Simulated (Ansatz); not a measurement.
Take CdTe in the wurtzite structure (space group P6_3mc, No. 186; a = 4.583 Å, c = 7.516 Å; a cell from a computed database, its experimental status unchecked) as the base.

Now apply this change: cell and atoms relaxed at a pressure of 0.3 GPa.

Levels (all Ansatz, an electronic-structure program, PAW): PBEsol (420 eV, without spin-orbit coupling); PBEsol+SOC (420 eV, noncollinear with spin-orbit coupling).

The geometry is relaxed with PBEsol.

| Quantity | Result |
|---|---|
| PBEsol width of the top valence band | 1.87 eV |
| PBEsol lowest conduction level above the VBM at special points | Γ 0.71 eV; A 1.97 eV; L 2.18 eV; M 2.37 eV |
| PBEsol electron mass | 0.057 mₑ along c, 0.062 mₑ across (at Γ) |

Problem. How does going to PBEsol+SOC change the width of the top valence band, lowest conduction level above the VBM at special points and electron mass?

Solution. The width of the top valence band increases by 0.09 eV (1.87 eV → 1.96 eV); the lowest conduction level above the VBM at special points goes from Γ 0.71 eV; A 1.97 eV; L 2.18 eV; M 2.37 eV to Γ 0.44 eV; A 1.69 eV; L 1.91 eV; M 2.07 eV; the electron mass goes from 0.057 mₑ along c, 0.062 mₑ across (at Γ) to 0.046 mₑ along c, 0.050 mₑ across (at Γ).

Single points use the geometry relaxed with PBEsol. Differences between runs with and without spin-orbit coupling are approximate. With Te present, leaving out spin-orbit coupling can change the band edges. The levels and masses belong to the bands next to the band gap. Load acts through the strain it causes; cell and atoms are relaxed under it. Effective masses come from finite differences of ±0.01 Å⁻¹. Whether these cells are dynamically stable was not tested. The base started in Cmc2_1 and relaxed to P6_3mc at this level. This is not the structure that CdTe has at room temperature and ambient pressure.
